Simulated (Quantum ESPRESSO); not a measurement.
A self-consistent single point of K3Pd (P1, 4 atoms in the cell) with Quantum ESPRESSO.

Method: LDA (PZ), GBRV 1.5 ultrasoft (LDA) pseudopotentials (plane waves; Quantum ESPRESSO 7.5).

```
K3Pd
1.0
    5.44501     0.00000     0.00000
    0.00000     5.44501     0.00000
    0.00000     0.00000     5.44501
K Pd
3 1
Direct
  0.50270   0.49630   0.99238
  0.99298   0.48659   0.51491
  0.48210   0.01031   0.47055
  0.02221   0.00679   0.02216
```

Reference input (self-consistent single point, DFT, LDA (PZ), plane waves, GBRV 1.5 ultrasoft (LDA) pseudopotentials): ecutwfc = 40 Ry; ecutrho = 320 Ry; occupations = smearing; smearing = marzari-vanderbilt; degauss = 0.0073499 Ry; potentials = {K: k_lda_v1.4.uspp.F.UPF, Pd: pd_lda_v1.4.uspp.F.UPF}; K_POINTS = automatic 4 4 4 1 1 1; conv_thr = 1e-11 Ry; mixing_beta = 0.3. This run's input differs from it in these lines:

```diff
@@ -12,4 +12,4 @@
  ntyp = 2
- ecutwfc = 40
- ecutrho = 320
+ ecutwfc = 24
+ ecutrho = 192
  occupations = 'smearing'
```

The program printed (abridged):

```
     Self-consistent Calculation

     iteration #  1     ecut=    24.00 Ry     beta= 0.30

     negative rho (up, down):  7.345E-02 0.000E+00

     total energy              =    -360.47275468 Ry
     estimated scf accuracy    <      22.44812511 Ry

     iteration #  2     ecut=    24.00 Ry     beta= 0.30

     negative rho (up, down):  7.642E-02 0.000E+00

     total energy              =    -369.93747503 Ry
     estimated scf accuracy    <       7.36818640 Ry

     iteration #  3     ecut=    24.00 Ry     beta= 0.30

     negative rho (up, down):  7.954E-02 0.000E+00

     total energy              =    -368.37896090 Ry
     estimated scf accuracy    <       3.10748574 Ry

   [... 21 blocks of this kind left out ...]

     iteration # 25     ecut=    24.00 Ry     beta= 0.30

     negative rho (up, down):  7.941E-02 0.000E+00

     total energy              =    -369.19105262 Ry
     estimated scf accuracy    <          1.3E-10 Ry

     iteration # 26     ecut=    24.00 Ry     beta= 0.30

     negative rho (up, down):  7.941E-02 0.000E+00
     End of self-consistent calculation

     the Fermi energy is     4.4297 ev

!    total energy              =    -369.19105262 Ry
     estimated scf accuracy    <          8.2E-13 Ry
     smearing contrib. (-TS)   =      -0.00092672 Ry
     internal energy E=F+TS    =    -369.19012590 Ry

     convergence has been achieved in  26 iterations

     negative rho (up, down):  7.941E-02 0.000E+00

     Forces acting on atoms (cartesian axes, Ry/au):

     atom    1 type  1   force =    -0.00192567    0.00152565    0.00201506
     atom    2 type  1   force =     0.00173220    0.00134544   -0.00190080
     atom    3 type  1   force =    -0.00101666   -0.00524554   -0.00115964
     atom    4 type  2   force =     0.00121013    0.00237446    0.00104538

     Total force =     0.007524     Total SCF correction =     0.000001

     negative rho (up, down):  7.941E-02 0.000E+00
          total   stress  (Ry/bohr**3)                   (kbar)     P=     -258.23
  -0.00175353  -0.00000003   0.00000360         -257.95       -0.00        0.53
  -0.00000003  -0.00175984   0.00000099           -0.00     -258.88        0.15
   0.00000360   0.00000099  -0.00175279            0.53        0.15     -257.84

   JOB DONE.
```

The run converged in 26 iterations. Against the reference run the free energy rises by 1.36 eV/atom, the pressure goes from -2.36 to -25.82 GPa and the largest force moves little (0.138 to 0.141 eV/Å).

The starting cell comes from a database of computed structures (which also holds hypothetical and non-ambient phases and stackings), without a prior relaxation at this level. Its atoms were displaced at random from the sites of space group no. 221. Spin polarisation is off. At the lowered cutoff the pressure carries the error of an incomplete plane-wave basis.

Cost on one core of a shared machine: roughly 70 s.
